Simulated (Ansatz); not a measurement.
Results of r²SCAN in Ansatz (PAW) for cubic perovskite EuTiO₃.

Numerical settings: plane-wave cutoff 560 eV, 14×14×14 k mesh, Fermi–Dirac smearing 0.05 eV, spin-polarised with parallel moments, scalar-relativistic PAW data made under PBE.

Energies at three volumes about the minimum:

| V (Å³/atom) | E − E_lowest (meV/atom) |
|---|---|
| 11.620 | 3.00 |
| 11.857 | 0.00 |
| 12.094 | 2.78 |

Task: Fit a parabola by hand: where is the minimum, and what is the bulk modulus?

Result: Slopes: (0.00 − 3.00)/(11.857 − 11.620) = -12.658 and (2.78 − 0.00)/(12.094 − 11.857) = 11.730 meV/Å³. Curvature E″ = 2 × (11.730 − (-12.658))/(12.094 − 11.620) = 102.903 meV/Å⁶. From the middle of the first interval, the slope vanishes at V0 = 11.7385 − (-12.658)/102.903 = 11.862 Å³/atom. B = V0 E″ = 11.862 × 102.903 meV/Å³ × 0.1602 GPa per meV/Å³ = 196 GPa. The full Birch–Murnaghan fit to all volumes gives V0 = 11.857 Å³/atom and B0 = 195 GPa.

Note: the magnetic order was assumed, not searched for or taken from measurement; the 4f shell is treated without U or exact exchange, so its levels and filling can be wrong; functionals without U or exact exchange can leave correlated insulators metallic, so the missing gap need not be real.

Ansatz is a quantum-chemistry and plane-wave program.
